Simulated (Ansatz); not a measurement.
A self-consistent single point of ZnS (P6_3mc, 20 atoms in the cell) with Ansatz (a quantum-chemistry and plane-wave program).

Level of theory: PBE, PAW files (plane waves; Ansatz).

```yaml
crystal:
  lattice:
    - [3.80770, 0.00000, 0.00000]
    - [-1.90385, 3.29757, 0.00000]
    - [0.00000, 0.00000, 31.14551]
  atoms:
    - { symbol: Zn, position: [0.66667, 0.33333, 0.20000] }
    - { symbol: Zn, position: [0.33333, 0.66667, 0.70000] }
    - { symbol: Zn, position: [0.00000, 0.00000, 0.80000] }
    - { symbol: Zn, position: [0.00000, 0.00000, 0.30000] }
    - { symbol: Zn, position: [0.66667, 0.33333, 0.90000] }
    - { symbol: Zn, position: [0.33333, 0.66667, 0.40000] }
    - { symbol: Zn, position: [0.33333, 0.66667, 0.10010] }
    - { symbol: Zn, position: [0.66667, 0.33333, 0.60010] }
    - { symbol: Zn, position: [0.00000, 0.00000, 0.00010] }
    - { symbol: Zn, position: [0.00000, 0.00000, 0.50010] }
    - { symbol: S, position: [0.66667, 0.33333, 0.27490] }
    - { symbol: S, position: [0.33333, 0.66667, 0.77490] }
    - { symbol: S, position: [0.00000, 0.00000, 0.07500] }
    - { symbol: S, position: [0.00000, 0.00000, 0.57500] }
    - { symbol: S, position: [0.66667, 0.33333, 0.67500] }
    - { symbol: S, position: [0.33333, 0.66667, 0.17500] }
    - { symbol: S, position: [0.00000, 0.00000, 0.87490] }
    - { symbol: S, position: [0.00000, 0.00000, 0.37490] }
    - { symbol: S, position: [0.33333, 0.66667, 0.47510] }
    - { symbol: S, position: [0.66667, 0.33333, 0.97510] }
```

Reference input (self-consistent single point, DFT, PBE, plane waves, PAW files): basis.ecutwfc = 30.9 Ry; kpoints.mp_grid.grid = 6 6 1; hamiltonian.xc = pbe; hamiltonian.pseudopotentials = {kind: paw} (the program's default PAW files); scf.occupations.method = fixed. This run's input differs from it in these lines:

Ansatz 0.2 input:
```diff
@@ -27,3 +27,3 @@
 basis:
-  ecutwfc: 30.9 Ry
+  ecutwfc: 18.4 Ry
 kpoints:
```

Output (repeated stretches shortened):

```
SCF iter   1: F=—  HF=-42217.559258 eV  |F-HF|=—  |Δ(HF+E_count)|=         —  Δρ=3.78e-2  dr2=3.72e0  ethr=3.10e-3  ⟨swp⟩=5.1  Hψ=2894  notcnv=0  defer=111
all-band conjugate gradients solve this SCF's bands
preconditioner: auto → Resta (q_TF=auto, 2.397 Å⁻¹)
SCF iter   2: F=—  HF=-42216.661029 eV  |F-HF|=—  |Δ(HF+E_count)|=   8.98e-1  Δρ=2.69e-2  dr2=1.74e0  ethr=2.07e-3  ⟨swp⟩=2.0  Hψ=917  notcnv=0  defer=114
   [... lines left out ...]
SCF iter   7: F=—  HF=-42216.216989 eV  |F-HF|=—  |Δ(HF+E_count)|=   3.42e-4  Δρ=4.52e-5  dr2=4.96e-6  ethr=1.36e-7  ⟨swp⟩=2.0  Hψ=1313  notcnv=0  defer=122
SCF iter   8: F=—  HF=-42216.217036 eV  |F-HF|=—  |Δ(HF+E_count)|=   4.73e-5  Δρ=3.09e-5  dr2=1.94e-6  ethr=2.76e-9  ⟨swp⟩=2.1  Hψ=1364  notcnv=0  defer=92
SCF iter   9: F=—  HF=-42216.217035 eV  |F-HF|=—  |Δ(HF+E_count)|=   4.20e-7  Δρ=9.25e-6  dr2=2.46e-7  ethr=1.08e-9  ⟨swp⟩=2.0  Hψ=1233  notcnv=0  defer=92
SCF iter  10: F=-42216.217036 eV  HF=-42216.217036 eV  |F-HF|=1.05e-8  |Δ(HF+E_count)|=   2.91e-7  Δρ=3.41e-6  dr2=5.25e-8  ethr=5.56e-11  ⟨swp⟩=18.6  Hψ=5022  notcnv=0
SCF 1 converged in 10 iterations: F = -42216.217036 eV  dr2 = 5.25e-8
Free energy (F): -42216.217036 eV
Internal energy: -42216.217036 eV  (E = F + TS)
E sigma→0 (E₀):  -42216.217036 eV
Fermi energy:    5.817385 eV
--- Forces (eV/Å), atoms counted from 1 ---
  atom   1  Zn    -0.00000000     0.00000000    -0.00057357
  atom   2  Zn     0.00000000    -0.00000000    -0.00057357
  atom   3  Zn     0.00000000    -0.00000000    -0.01013406
  atom   4  Zn    -0.00000000     0.00000000    -0.01013406
  atom   5  Zn     0.00000000    -0.00000000     0.01818783
  atom   6  Zn    -0.00000000     0.00000000     0.01818783
  atom   7  Zn    -0.00000000     0.00000000    -0.01364815
  atom   8  Zn     0.00000000    -0.00000000    -0.01364815
  atom   9  Zn     0.00000000     0.00000000     0.00225417
   [... lines left out ...]
  atom  20  S     -0.00000000    -0.00000000    -0.01571133
--- Stress (GPa, compression-positive) ---
        3.153839       0.000000       0.000000
        0.000000       3.153839      -0.000000
        0.000000       0.000000       3.027896
  P = ⅓ Tr σ = 3.1119 GPa (31.119 kbar)
  The stress holds the Pulay correction. Without it, at fixed plane waves, as pw.x and ABINIT print it: P = -27.5334 GPa
```

The run converged in 10 iterations. Against the reference run the free energy rises by 552 meV/atom, the pressure goes from 2.31 to 3.11 GPa, the largest force stays at 0.018 eV/Å and the gap on the mesh goes from 2.155 to 2.280 eV.

The starting cell comes from a database of computed structures (which also holds hypothetical and non-ambient phases and stackings), without a prior relaxation at this level. Its lattice was rescaled by a random factor within 2.5 % of one. Ansatz's pressure includes its estimate of the finite-basis (Pulay) stress. Without the estimate this run gives -27.53 GPa. The cutoff lies below the one recommended for these files.
